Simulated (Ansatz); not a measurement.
The starting structures come from a database of crystals and need not be the phases stable at ambient conditions.

Tunnelling through a barrier is set by its complex band structure: the current falls as exp(−2κd) with the smallest κ.

```yaml
crystal:
  lattice:
    - [3.43544, 0.00000, 0.00000]
    - [-1.71772, 2.97518, 0.00000]
    - [1.71772, 0.99173, 8.45069]
  atoms:
    - { symbol: Zr, position: [0.55610, 0.77805, 0.66585] }
    - { symbol: Zr, position: [0.44390, 0.22195, 0.33415] }
    - { symbol: Zr, position: [0.00000, 0.00000, 0.00000] }
    - { symbol: N, position: [0.75643, 0.37822, 0.86535] }
    - { symbol: N, position: [0.24357, 0.62178, 0.13465] }
    - { symbol: N, position: [0.26413, 0.13206, 0.60381] }
    - { symbol: N, position: [0.73587, 0.86794, 0.39619] }
```

Space group of this cell: R-3m. The cell is taken as given; by PBEsol its mean pressure is -4.8 GPa.

Transport runs along the normal of the first two printed cell vectors, the (001) plane of the conventional cell.

The gap is the functional's own, uncorrected, and κ follows it; spin-orbit coupling is left out. Mid-gap values are interpolated between the computed energies.

Question: Estimate the band gap and the smallest decay constant κ at mid-gap that Ansatz (a program for electronic structure) with PBEsol returns for this system.

Answer: Gap 1.04 eV on a 10×10×10 mesh; κ = 0.203 1/Å, at the zone centre.
